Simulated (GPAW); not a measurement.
**Short convergence ladders for Cu (Fm-3m, 1 atom in the cell)**

```yaml
crystal:
  lattice:
    - [0.00000, 1.81042, 1.81042]
    - [1.81042, 0.00000, 1.81042]
    - [1.81042, 1.81042, 0.00000]
  atoms:
    - { symbol: Cu, position: [0.00000, 0.00000, 0.00000] }
```

Base method: PBE, GPAW PAW datasets PBE (gpaw-data 1.0.1) (plane waves; GPAW 25.7.0).

Base settings: mode = pw; ecut = 800 eV; xc = PBE; kpts = 10 10 10; mesh shift (steps) = 0 0 0; occupations.name = methfessel-paxton; occupations.width = 0.1 eV; occupations.order = 0; nbands = -9; convergence.forces = 0.001 eV/Å.

The count of work is k-points × plane waves × bands × iterations; it is no time. Core times come from one kind of shared machine, to one figure; runs under 30 s give none.

**The width of Fermi-Dirac smearing**

In this ladder: kpts = 16 16 16; occupations.name = fermi-dirac; occupations.order = default.

Narrow widths need finer meshes than wide ones, so the last steps can hold mesh noise.

Only quantities that move along the ladder and can be compared are tabulated; pressure and forces are left out, as mesh noise rules them at narrow widths.

```tsv
occupations.width	free energy less the last step's (meV/atom)	energy extrapolated to zero width less the last step's (meV/atom)
1 eV	-808.36	111.32
0.5 eV	-153.29	34.17
0.3 eV	-45.52	4.44
0.2 eV	-18.81	0.14
0.1 eV	-3.78	-0.03
0.05 eV	0.00	0.00
```

Widest occupations.width that holds the energy extrapolated to zero width within 2 meV/atom of the last step, with all finer ones: 0.2 eV; the step before is off by 4.4 meV/atom.

Widest occupations.width that holds the free energy within 5 meV/atom: not settled: the last two steps still differ by 3.8 meV/atom, over half the tolerance, so the ladder does not show it.

The extrapolation to zero width removes most of the smearing's effect on the energy.

**The mesh under tetrahedron occupations**

In this ladder: occupations.name = improved-tetrahedron-method; occupations.width = default; occupations.order = default.

Only quantities that move along the ladder and can be compared are tabulated.

```tsv
kpts	free energy less the last step's (meV/atom)	pressure (GPa)	count of work / last	core time / last (rough)
7 7 7	-9.79	1.65	0.016	–
8 8 8	-7.57	1.62	0.023	–
10 10 10	-3.28	1.70	0.038	–
12 12 12	-1.65	1.72	0.058	–
15 15 15	0.92	1.69	0.087	–
19 19 19	0.62	1.74	0.18	0.2
23 23 23	0.19	1.74	0.30	0.3
29 29 29	-0.01	1.75	0.55	0.5
36 36 36	0.00	1.75	1.0	1
```

Coarsest kpts that holds the pressure within 0.05 GPa of the last step, with all finer ones: 19 19 19, at 0.18 of the last step's count of work and about 0.2 of the last step's time; the step before is off by 0.06 GPa.

Coarsest kpts that holds the free energy within 0.5 meV/atom of the last step, with all finer ones: 23 23 23, at 0.30 of the last step's count of work and about 0.3 of the last step's time; the step before is off by 0.62 meV/atom.

On the base run: the starting cell has typed, rounded lattice constants, without a prior relaxation at this level. Its lattice was rescaled by up to half a per cent. Spin polarisation is off.

Left out of this page: 2 runs of the series outside the window shown, repeating another row's setting, or not comparable.
